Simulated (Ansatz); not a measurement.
Consider ZrB2 (space group P6/mmm, No. 191; a = 3.155 Å, c = 3.506 Å; relaxed with 0.1 eV smearing).

Method: PBEsol in Ansatz (plane waves to 420 eV, PAW, no SOC).

Strains are applied to the cell and any free atomic positions relax.

One change was made to it. Results:

The energy goes up by 7.3 meV/atom; the pressure (mean of the normal stresses, compression positive) goes from zero to 8.0 GPa.

Q: Which change produced these results?
(A) isotropic strain −1.00 %
(B) isotropic strain −0.50 %
(C) isotropic strain +1.50 %
(D) isotropic strain +1.00 %

A: A, isotropic strain −1.00 %. For comparison, the pressure in the other runs: isotropic strain +1.00 % gives -7.1 GPa; isotropic strain −0.50 % gives 3.9 GPa; isotropic strain +1.50 % gives -10.3 GPa.

Whether these cells are dynamically stable was not tested. The final runs are not spin-polarised.

Ansatz is a quantum-chemistry and plane-wave program.
